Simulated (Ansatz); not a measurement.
Several settings converged on LaNi₂Ge₂ (I4mm, 5 atoms in the cell)

```yaml
crystal:
  lattice:
    - [-2.09844, 2.09844, 4.95560]
    - [2.09844, -2.09844, 4.95560]
    - [2.09844, 2.09844, -4.95560]
  atoms:
    - { symbol: La, position: [0.00505, 0.00505, 0.00000] }
    - { symbol: Ni, position: [0.25000, 0.75000, 0.50000] }
    - { symbol: Ni, position: [0.75000, 0.25000, 0.50000] }
    - { symbol: Ge, position: [0.63661, 0.63661, 0.00000] }
    - { symbol: Ge, position: [0.36339, 0.36339, 0.00000] }
```

Base method: LDA (PW92), default PAW files made with PBE (plane waves; Ansatz, a quantum-chemistry and plane-wave program).

Base settings: basis.ecutwfc = 30.9 Ry; kpoints.mp_grid.grid = 6 6 6; hamiltonian.xc = lda; hamiltonian.pseudopotentials = {kind: paw} (the program's default PAW files); scf.occupations.method = gaussian; scf.occupations.width = 0.0073 Ry.

The count of work is k-points × plane waves × bands × iterations; it is no time. Core times come from one kind of shared machine, to one figure; runs under 30 s give none.

**The cutoff for other potential files**

Level: DFT, LDA (PW92), plane waves, harder PAW files (source: ansatz) made with PBE.

In this ladder: hamiltonian.pseudopotentials = {kind: paw, source: ansatz}.

The second cell is the first with its lattice scaled by 0.98.

The mesh stays at the base's, so the ladder's end is converged at best in this setting alone.

The first pressure column holds Ansatz's estimate of the finite-basis (Pulay) stress, which hides part of the cutoff error; the other is without it.

Only quantities that move along the ladder and can be compared are tabulated.

| basis.ecutwfc | free energy less the last step's (meV/atom) | energy of the compressed cell less the first (meV/atom) | pressure (GPa) | pressure without the Pulay estimate (GPa) | largest difference of a force vector from the last step's (eV/Å) | count of work / last | core time / last (rough) |
|---|---|---|---|---|---|---|---|
| 30.5 Ry | 6904.55 | 28.50 | -7.92 | -319.35 | 0.063 | 0.11 | – |
| 37.1 Ry | 1346.19 | -27.21 | -7.23 | -87.00 | 0.048 | 0.14 | – |
| 47.4 Ry | 69.50 | -21.40 | -6.80 | -13.01 | 0.013 | 0.23 | 0.2 |
| 57.3 Ry | 4.37 | -22.23 | -6.89 | -7.21 | 0.001 | 0.28 | 0.3 |
| 67.6 Ry | 1.33 | -22.26 | -6.89 | -6.92 | 0.000 | 0.35 | 0.4 |
| 81.2 Ry | 0.66 | -22.26 | -6.89 | -6.91 | 0.000 | 0.47 | 0.5 |
| 101.4 Ry | 0.15 | -22.27 | -6.90 | -6.90 | 0.000 | 0.72 | 0.6 |
| 135.2 Ry | 0.00 | -22.27 | -6.90 | -6.90 | 0.000 | 1.0 | 1 |

Coarsest basis.ecutwfc that holds the pressure within 0.05 GPa of the last step, with all finer ones: 57.3 Ry, at 0.28 of the last step's count of work and about 0.3 of the last step's time; the step before is off by 0.09 GPa.

Coarsest basis.ecutwfc that holds the energy of the compressed cell less the first within 2 meV/atom of the last step, with all finer ones: 47.4 Ry, at 0.23 of the last step's count of work and about 0.2 of the last step's time; the step before is off by 4.9 meV/atom.

Coarsest basis.ecutwfc that holds the free energy within 1 meV/atom of the last step, with all finer ones: 81.2 Ry; the step before is off by 1.3 meV/atom.

The energy difference between the two cells stays within 1 meV/atom of the last step's from 47.4 Ry on, the total only from 81.2 Ry on: much of the error is common to both cells and cancels.

At the lowest cutoff the pressure without the Pulay estimate lies 312 GPa under the last step's, the usual sign of Pulay stress in an incomplete plane-wave basis.

**The density cutoff**

The second cell is the first with its lattice scaled by 0.98.

The mesh stays at the base's, so the ladder's end is converged at best in this setting alone.

Only quantities that move along the ladder and can be compared are tabulated.

| basis.ecutrho_ratio | free energy less the last step's (meV/atom) | energy of the compressed cell less the first (meV/atom) | pressure (GPa) | largest difference of a force vector from the last step's (eV/Å) |
|---|---|---|---|---|
| 2 | -13.14 | -22.79 | -6.19 | 0.032 |
| 3 | -0.30 | -22.46 | -6.91 | 0.000 |
| 4 | -0.01 | -22.49 | -6.92 | 0.000 |
| 5 | 0.00 | -22.49 | -6.92 | 0.000 |
| 6 | 0.00 | -22.49 | -6.92 | 0.000 |
| 8 | 0.00 | -22.49 | -6.92 | 0.000 |
| 10 | 0.00 | -22.49 | -6.92 | 0.000 |
| 12 | 0.00 | -22.49 | -6.92 | 0.000 |
| 16 | 0.00 | -22.49 | -6.92 | 0.000 |

Coarsest basis.ecutrho_ratio that holds the forces within 0.02 eV/Å of the last step, with all finer ones: 3; the step before is off by 0.032 eV/Å.

Coarsest basis.ecutrho_ratio that holds the pressure within 0.05 GPa of the last step, with all finer ones: 3; the step before is off by 0.73 GPa.

Coarsest basis.ecutrho_ratio that holds the energy of the compressed cell less the first within 0.2 meV/atom of the last step, with all finer ones: 3; the step before is off by 0.30 meV/atom.

The energy difference between the two cells stays within 1 meV/atom of the last step's from 2 on, the total only from 3 on: much of the error is common to both cells and cancels.

**The relaxed cell against the cutoff**

On LaNi₂Ge₂ (I4/mmm, 5 atoms in the cell): atoms on their sites.

In this ladder: relax = cell and atoms.

The mesh stays at the base's, so the ladder's end is converged at best in this setting alone.

Only quantities that move along the ladder and can be compared are tabulated.

```csv
basis.ecutwfc,relaxed volume (Å³/atom),relaxation steps,core time / last (rough)
21.7 Ry,16.444,21,0.9
26.1 Ry,16.426,11,0.6
30.9 Ry,16.417,6,0.5
37.1 Ry,16.417,6,0.5
46.3 Ry,16.416,6,0.7
61.7 Ry,16.416,6,1
```

Coarsest basis.ecutwfc that holds the relaxed volume within 0.016 Å³/atom of the last step, with all finer ones: 26.1 Ry; the step before is off by 0.028 Å³/atom.

On the base run: the starting cell comes from a database of computed structures (which also holds hypothetical and non-ambient phases and stackings), without a prior relaxation at this level. Its lattice was rescaled by up to half a per cent. One atom was moved a little off its site on purpose. Spin polarisation is off.

Left out of this page: 2 runs of the series stopped by limits of time or memory.

Keys are those of Ansatz 0.2.
